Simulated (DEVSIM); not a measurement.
Device: In0.52Al0.48As/In0.53Ga0.47As p-n heterojunction, at 350 K.

Layer 1 from the left is In0.52Al0.48As, thickness (μm) 0.0780, Na (cm⁻³) 1.4e17, τn (s) 5.4e-10, τp (s) 5.4e-10. Layer 2 from the left is In0.53Ga0.47As, thickness (μm) 0.430, Nd (cm⁻³) 2.8e16, τn (s) 5.4e-10, τp (s) 5.4e-10.

Left contact: ohmic. Right contact: ohmic. Voltage is applied to the left contact. Recombination: SRH at mid-gap, radiative, Auger. Mobility is μmin + (μ − μmin)/(1 + (N/Nref)^α).

The device is made up for the run: typed textbook-type constants, with dimensions and the other settings drawn at random. Values at 300 K; Nc and Nv go as T^1.5, mobilities as T to minus their exponent, the gap by Varshni's rule with the affinity fixed.

In0.52Al0.48As: gap (eV) 1.45, affinity (eV) 4, permittivity 12.5, Nc (cm⁻³) 5.1e17, Nv (cm⁻³) 1.1e19, μn (cm²/Vs) 4000, μp (cm²/Vs) 75, μn,min 800, μp,min 10, Nref,n 3e16, Nref,p 1e17, αn 1.1, αp 0.6, T exponent of μn 1.5, T exponent of μp 1.5, B (cm³/s) 1e-10, Cn (cm⁶/s) 1e-30, Cp (cm⁶/s) 1e-30, Varshni α (eV/K) 0.00042, Varshni β (K) 180. In0.53Ga0.47As: gap (eV) 0.74, affinity (eV) 4.51, permittivity 13.9, Nc (cm⁻³) 2.1e17, Nv (cm⁻³) 7.7e18, μn (cm²/Vs) 12000, μp (cm²/Vs) 300, μn,min 300, μp,min 10, Nref,n 1.3e17, Nref,p 4.9e17, αn 0.48, αp 0.4, T exponent of μn 1.6, T exponent of μp 1.6, B (cm³/s) 9.6e-11, Cn (cm⁶/s) 5e-29, Cp (cm⁶/s) 5e-29, Varshni α (eV/K) 0.00035, Varshni β (K) 190.

DEVSIM, 1D drift-diffusion, Boltzmann statistics, complete ionisation; no tunnelling, impact ionisation, image-force lowering or self-heating. Band offsets follow the typed affinities; no thermionic-emission limit at abrupt steps, no polarisation charge.

Task: What does the simulation give for the dark forward voltage at 100 A/cm², the potential step across the device at zero bias?

Result: dark forward voltage at 100 A/cm² 0.432 V; potential step across the device at zero bias 0.715 V.
